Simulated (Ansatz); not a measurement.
The starting structures come from a database of crystals and need not be the phases stable at ambient conditions.

Inside the gap of an insulator the Bloch states are evanescent, with a wavenumber k + iκ along the transport direction.

Here is the system:

```
CELL_PARAMETERS angstrom
      7.24544     0.00000     0.00000
      0.00000     7.56720     0.00000
      3.62272     0.00000     2.09158
ATOMIC_POSITIONS crystal
  Sr 0.33333 0.67924 0.00000
  Sr 0.66667 0.32076 0.00000
  H  0.00000 0.50000 0.00000
  H  0.33333 0.35553 0.00000
  H  0.66667 0.64447 0.00000
  I  0.00000 0.00000 0.00000
```

Space group of this cell: P-3m1. The cell was relaxed by PBE-D3(BJ); by r2SCAN its mean pressure is 1.5 GPa.

Transport runs along the normal of the first two printed cell vectors, the (110) plane of the conventional cell.

The gap is the functional's own. No spin-orbit coupling. Mid-gap values are interpolated on the energy grid.

### Question
Predict the band gap and the smallest decay constant κ at mid-gap from r2SCAN (Ansatz, a first-principles code).

### Answer
Gap 2.66 eV on a 14×4×14 mesh; κ = 0.205 1/Å, at (0.000, 0.500) of the in-plane reciprocal vectors. At the zone centre, at the nearest computed energy, the slowest state has κ = 0.27 1/Å.
